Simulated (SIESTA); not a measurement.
Band structure of Ni3Fe (Pm-3m, 4 atoms in the cell).

```xyz
4
Lattice="3.6033 0.0000 0.0000 0.0000 3.6033 0.0000 0.0000 0.0000 3.6033" Properties=species:S:1:pos:R:3 pbc="T T T"
Fe     0.0000     0.0000     0.0000
Ni     0.0000     1.8016     1.8016
Ni     1.8016     0.0000     1.8016
Ni     1.8016     1.8016     0.0000
```
Moments meant for the start (each program seeds them in its own way; μB, in the order of the atoms Fe Ni Ni Ni): 3.0 0.5 0.5 0.5.

Method of the run: GGA PBE, numerical atomic orbitals TZP, PseudoDojo PBE standard norm-conserving potentials (rewritten from UPF to PSML) (SIESTA 5.4.2).

Settings: XC.functional = GGA; XC.authors = PBE; potentials = PseudoDojo PBE standard; PAO.BasisSize = TZP; PAO.EnergyShift = 0.01 Ry; MeshCutoff = 400 Ry; kgrid.MonkhorstPack = 7 7 7; OccupationFunction = FD; ElectronicTemperature = 100 meV; Spin = polarized; DM.InitSpin = [1 +3.00, 2 +0.50, 3 +0.50, 4 +0.50]; MaxSCFIterations = 150; SCF.Mixer.Method = Broyden; SCF.Mixer.Weight = 0.1.

The starting cell has typed, rounded lattice constants, without a prior relaxation at this level. Its lattice was rescaled by a random factor within 2.5 % of one. The magnetic order is the one reached from the typed start; others were not searched systematically. Values carry the incompleteness of an atom-centred basis.

Levels in eV from the Fermi level, bands 34 to 39 of the first spin channel:
| point | 34 | 35 | 36 | 37 | 38 | 39 |
|---|---|---|---|---|---|---|
| Γ | -0.86 | -0.71 | -0.71 | -0.71 | 2.04 | 2.04 |
| X | -1.53 | -1.51 | -1.05 | -0.86 | -0.71 | 7.19 |
| M | -1.75 | -1.53 | -1.45 | 0.56 | 0.57 | 0.58 |
| R | -0.86 | -0.86 | -0.86 | -0.62 | -0.62 | -0.62 |

Bands cross the Fermi level along this path, so the cell is metallic at this level.

Higher empty bands are left out: an atom-centred basis made for the valence describes them poorly.

The net moment of the cell came out as 4.99 μB.
